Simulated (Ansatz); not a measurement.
# Pressure series in Rb2InAgF6

Take Rb₂InAgF₆ (space group Fm-3m, No. 225; a = 8.917 Å; a cell from a computed database, its experimental status unchecked) as the base.

Cell and atoms are relaxed at each pressure.

Method: r2SCAN (Ansatz, a program for electronic structure; PAW; 500 eV plane waves; no spin-orbit coupling).

```tsv
pressure (GPa)	volume per atom (Å³/atom)
-2	18.538
-1	18.100
0	17.723
2.1	17.075
4.5	16.486
9	15.643
15	?
22.5	14.047
30	13.449
```

Fit the third-order Birch–Murnaghan form P(V) = (3B₀/2)[(V₀/V)^(7/3) − (V₀/V)^(5/3)]·[1 + (3/4)(B₀′ − 4)((V₀/V)^(2/3) − 1)] (squares taken in P) to the rows shown and predict the withheld row.

Least squares on the printed values gives V₀ = 17.727 Å³/atom, B₀ = 51.1 GPa, B₀′ = 5.5; this predicts 14.812 Å³/atom, and the run gives 14.817 Å³/atom, 0.005 higher.

Load acts through the strain it causes; cell and atoms are relaxed under it. Whether these cells are dynamically stable was not tested. No other phases were tried under pressure.
